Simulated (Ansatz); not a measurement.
Worked example: self-consistent single point of MgB₂ (P6/mmm, 3 atoms in the cell) in Ansatz (an electronic-structure program).

Method: LDA (PW92), PAW files made with PBE (plane waves; Ansatz).

```
CELL_PARAMETERS angstrom
      2.99722     0.00000     0.00000
     -1.49861     2.59567     0.00000
      0.00000     0.00000     3.44552
ATOMIC_POSITIONS crystal
  Mg 0.00000 0.00000 0.00000
  B  0.66667 0.33333 0.50000
  B  0.33333 0.66667 0.50000
```

Reference input (self-consistent single point, DFT, PBE, plane waves, PAW files): kpoints.mp_grid.grid = 13 13 10; hamiltonian.xc = pbe; hamiltonian.pseudopotentials = {kind: paw} (an earlier, softer set of the program's PAW files); scf.occupations.method = fermi_dirac; scf.occupations.width = 0.1 eV. This run's input differs from it in these lines:

Ansatz 0.2 input:
```diff
@@ -13,3 +13,3 @@
 hamiltonian:
-  xc: pbe
+  xc: lda
   pseudopotentials:
```

Log, with long lists cut:

```
SCF iter   1: F=—  HF=-2202.858935 eV  |F-HF|=—  |Δ(HF+E_count)|=         —  Δρ=8.80e-2  dr2=3.41e0  ethr=3.10e-3  ⟨swp⟩=5.1  Hψ=8025  notcnv=0
all-band conjugate gradients solve this SCF's bands
preconditioner: auto → none
SCF iter   2: F=—  HF=-2202.065844 eV  |F-HF|=—  |Δ(HF+E_count)|=   7.93e-1  Δρ=5.11e-2  dr2=1.28e0  ethr=3.10e-3  ⟨swp⟩=2.0  Hψ=3130  notcnv=0
SCF iter   3: F=—  HF=-2201.606209 eV  |F-HF|=—  |Δ(HF+E_count)|=   4.60e-1  Δρ=1.01e-2  dr2=3.37e-2  ethr=3.10e-3  ⟨swp⟩=3.1  Hψ=2933  notcnv=0
SCF iter   4: F=—  HF=-2201.595664 eV  |F-HF|=—  |Δ(HF+E_count)|=   1.05e-2  Δρ=9.36e-4  dr2=4.29e-4  ethr=2.10e-4  ⟨swp⟩=2.0  Hψ=2986  notcnv=0
SCF iter   5: F=—  HF=-2201.595553 eV  |F-HF|=—  |Δ(HF+E_count)|=   1.10e-4  Δρ=3.26e-4  dr2=4.93e-5  ethr=2.68e-6  ⟨swp⟩=2.2  Hψ=1999  notcnv=0
SCF iter   6: F=—  HF=-2201.595537 eV  |F-HF|=—  |Δ(HF+E_count)|=   1.61e-5  Δρ=5.73e-5  dr2=1.17e-6  ethr=3.08e-7  ⟨swp⟩=2.1  Hψ=1863  notcnv=0
SCF iter   7: F=-2201.595537 eV  HF=-2201.595537 eV  |F-HF|=5.40e-10  |Δ(HF+E_count)|=   4.77e-7  Δρ=4.62e-6  dr2=6.08e-9  ethr=6.25e-10  ⟨swp⟩=6.7  Hψ=8135  notcnv=0
SCF 1 converged in 7 iterations: F = -2201.595537 eV  dr2 = 6.08e-9
Free energy (F): -2201.595537 eV
Internal energy: -2201.574052 eV  (E = F + TS)
E sigma→0 (E₀):  -2201.584794 eV
Entropy (-TS):   -0.021485 eV (-7.162 meV/atom)
Fermi energy:    9.823609 eV
--- Forces (eV/Å), atoms counted from 1 ---
  atom   1  Mg     0.00000000     0.00000000     0.00000000
   [... zero for the other atoms too ...]
--- Stress (GPa, compression-positive) ---
        6.987709       0.000000       0.000000
        0.000000       6.987709       0.000000
        0.000000       0.000000       2.255776
  P = ⅓ Tr σ = 5.4104 GPa (54.104 kbar)
  The stress holds the Pulay correction. Without it, at fixed plane waves, as pw.x and ABINIT print it: P = 5.2633 GPa
```

The run converged in 7 iterations. Against the reference run the pressure goes from 13.00 to 5.41 GPa.

The starting cell comes from a database of computed structures (which also holds hypothetical and non-ambient phases and stackings), without a prior relaxation at this level. Its lattice was rescaled by a random factor within 2.5 % of one. With a pressure of about 5 GPa the cell is away from its equilibrium volume at this level. Ansatz's pressure includes its estimate of the finite-basis (Pulay) stress.
